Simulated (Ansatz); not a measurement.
Worked example: self-consistent single point of LuSi2Ru2 (I4/mmm, 5 atoms in the cell) in Ansatz (a first-principles code).

Method: PBEsol, harder PAW files (source: ansatz) made with PBE (plane waves; Ansatz).

```yaml
crystal:
  lattice:
    - [-2.07213, 2.07213, 4.68908]
    - [2.07213, -2.07213, 4.68908]
    - [2.07213, 2.07213, -4.68908]
  atoms:
    - { symbol: Lu, position: [0.00000, 0.00000, 0.00000] }
    - { symbol: Si, position: [0.63063, 0.63063, 0.00000] }
    - { symbol: Si, position: [0.36937, 0.36937, 0.00000] }
    - { symbol: Ru, position: [0.25000, 0.75000, 0.50000] }
    - { symbol: Ru, position: [0.75000, 0.25000, 0.50000] }
```

Reference input (self-consistent single point, DFT, PBEsol, plane waves, default PAW files made with PBE): basis.ecutwfc = 420 eV; kpoints.mp_grid.grid = 7 7 7; hamiltonian.xc = pbesol; hamiltonian.pseudopotentials = {kind: paw} (the program's default PAW files); scf.occupations.method = fermi_dirac; scf.occupations.width = 0.1 eV. This run's input differs from it in these lines:

Ansatz 0.2 input:
```diff
@@ -11,4 +11,2 @@
     - { symbol: Ru, position: [0.75000000, 0.25000000, 0.50000000] }
-basis:
-  ecutwfc: 420.0
 kpoints:
@@ -17,3 +15,3 @@
   xc: pbesol
-  pseudopotentials: { kind: paw }
+  pseudopotentials: { kind: paw, source: ansatz }
 scf:
```

The program printed (abridged):

```
SCF iter   1: F=—  HF=-27516.778395 eV  |F-HF|=—  |Δ(HF+E_count)|=         —  Δρ=1.96e-1  dr2=5.56e1  ethr=3.10e-3  ⟨swp⟩=9.0  Hψ=7972  notcnv=0
all-band conjugate gradients solve this SCF's bands
preconditioner: auto → Kerker (q_TF=auto, 2.633 Å⁻¹)
SCF iter   2: F=—  HF=-27509.497322 eV  |F-HF|=—  |Δ(HF+E_count)|=    7.28e0  Δρ=6.53e-2  dr2=5.37e0  ethr=3.10e-3  ⟨swp⟩=5.4  Hψ=4077  notcnv=0
   [... lines left out ...]
SCF iter   7: F=—  HF=-27508.612020 eV  |F-HF|=—  |Δ(HF+E_count)|=   8.41e-5  Δρ=1.84e-4  dr2=3.96e-5  ethr=1.13e-6  ⟨swp⟩=3.0  Hψ=2838  notcnv=0
SCF iter   8: F=—  HF=-27508.611778 eV  |F-HF|=—  |Δ(HF+E_count)|=   2.43e-4  Δρ=4.87e-5  dr2=2.62e-6  ethr=6.09e-8  ⟨swp⟩=2.5  Hψ=2761  notcnv=0
SCF iter   9: F=—  HF=-27508.611777 eV  |F-HF|=—  |Δ(HF+E_count)|=   6.25e-7  Δρ=1.12e-5  dr2=1.05e-7  ethr=4.02e-9  ⟨swp⟩=2.0  Hψ=2566  notcnv=0
SCF iter  10: F=-27508.611777 eV  HF=-27508.611777 eV  |F-HF|=5.63e-9  |Δ(HF+E_count)|=   2.96e-8  Δρ=2.30e-6  dr2=7.71e-9  ethr=1.54e-10  ⟨swp⟩=9.9  Hψ=9099  notcnv=0
SCF 1 converged in 10 iterations: F = -27508.611777 eV  dr2 = 7.71e-9
Free energy (F): -27508.611777 eV
Internal energy: -27508.540996 eV  (E = F + TS)
E sigma→0 (E₀):  -27508.576386 eV
Entropy (-TS):   -0.070781 eV (-14.156 meV/atom)
Fermi energy:    16.144902 eV
--- Forces (eV/Å), atoms counted from 1 ---
  atom   1  Lu     0.00000000     0.00000000    -0.00000000
  atom   2  Si     0.00000000     0.00000000    -0.06709601
  atom   3  Si     0.00000000    -0.00000000     0.06709601
  atom   4  Ru     0.00000000    -0.00000000     0.00000000
  atom   5  Ru     0.00000000    -0.00000000     0.00000000
--- Stress (GPa, compression-positive) ---
       -2.775902       0.000000       0.000000
        0.000000      -2.775902      -0.000000
        0.000000       0.000000      -1.154263
  P = ⅓ Tr σ = -2.2354 GPa (-22.354 kbar)
  The stress holds the Pulay correction. Without it, at fixed plane waves, as pw.x and ABINIT print it: P = -2.2526 GPa
```

The run converged in 10 iterations. Against the reference run the pressure moves little (-2.25 to -2.24 GPa) and the largest force goes from 0.060 to 0.067 eV/Å. The full log also holds: “WARN basis.ecutwfc = 680 eV, the default”.

The starting cell comes from a database of computed structures (which also holds hypothetical and non-ambient phases and stackings), without a prior relaxation at this level. Spin polarisation is off. Ansatz's pressure includes its estimate of the finite-basis (Pulay) stress.
